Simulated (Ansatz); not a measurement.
**A short convergence ladder for W (Im-3m, 1 atom in the cell)**

```xyz
1
Lattice="-1.5721 1.5721 1.5721 1.5721 -1.5721 1.5721 1.5721 1.5721 -1.5721" Properties=species:S:1:pos:R:3 pbc="T T T"
W      0.0000     0.0000     0.0000
```

Base method: PBE (plane waves, PAW; Ansatz, a first-principles code).

Base settings: basis.ecutwfc = 420 eV; kpoints.mp_grid.grid = 15 15 15; hamiltonian.xc = pbe; hamiltonian.pseudopotentials = {kind: paw} (the program's default PAW files); scf.occupations.method = fermi_dirac; scf.occupations.width = 0.1 eV.

**The q mesh of the phonons**

In this ladder: kpoints.mp_grid.grid = 12 12 12; phonons.method = dfpt.

Only quantities that move along the ladder and can be compared are tabulated.

Thermal sums run over frequencies interpolated from this q mesh.

```csv
phonons.qmesh,zero-point energy (meV/atom),vibrational free energy at 300 K (meV/atom)
2 2 2,30.58,-19.05
3 3 3,30.83,-18.58
4 4 4,31.01,-17.71
6 6 6,31.06,-17.64
```

Coarsest phonons.qmesh that holds the zero-point energy within 0.2 meV/atom of the last step, with all finer ones: 4 4 4; the step before is off by 0.23 meV/atom.

Coarsest phonons.qmesh that holds the vibrational free energy at 300 K within 0.5 meV/atom of the last step, with all finer ones: 4 4 4; the step before is off by 0.94 meV/atom.

On the base run: the starting cell has typed, rounded lattice constants, without a prior relaxation at this level. Its lattice was rescaled by up to half a per cent. Spin polarisation is off. In the base run, with a pressure of about 12 GPa the cell is away from its equilibrium volume at this level.

Keys are those of Ansatz 0.2.
